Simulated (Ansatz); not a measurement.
The starting structures come from a database of crystals and need not be the phases stable at ambient conditions.

Tunnelling through a barrier is set by its complex band structure: the current falls as exp(−2κd) with the smallest κ.

Consider the following.

```
Ba4OP2
1.0
    7.22701     0.00000     0.00000
   -3.61350     8.30828     0.00000
    0.00000     0.00000     7.58963
Ba P O
8 4 2
Cartesian
  3.61350   2.93199   3.29185
  0.00000   5.37629   4.29778
  3.61350   5.37629   7.08667
  0.00000   2.93199   0.50296
 -1.80675   7.97828   1.89741
  5.42026   0.33000   5.69222
  1.80675   0.33000   5.69222
  1.80675   7.97828   1.89741
  0.00000   2.24041   3.62299
  3.61350   6.06787   3.96664
  0.00000   6.06787   7.41780
  3.61351   2.24041   0.17183
  3.61350   0.00000   3.79481
  0.00000   0.00000   0.00000
```

Space group of this cell: Cmce. The cell is taken as given; by r2SCAN its mean pressure is -0.8 GPa.

Transport runs along the normal of the first two printed cell vectors.

The gap is the functional's own. No spin-orbit coupling. Mid-gap values are interpolated on the energy grid.

**Question.** Estimate the band gap and the smallest decay constant κ at mid-gap that r2SCAN run with Ansatz (a program for electronic structure) returns for this system.

**Answer.** Gap 1.35 eV on a 6×6×4 mesh; κ = 0.163 1/Å, at (0.000, 0.500) of the in-plane reciprocal vectors. At the zone centre, at the nearest computed energy, the slowest state has κ = 0.17 1/Å.
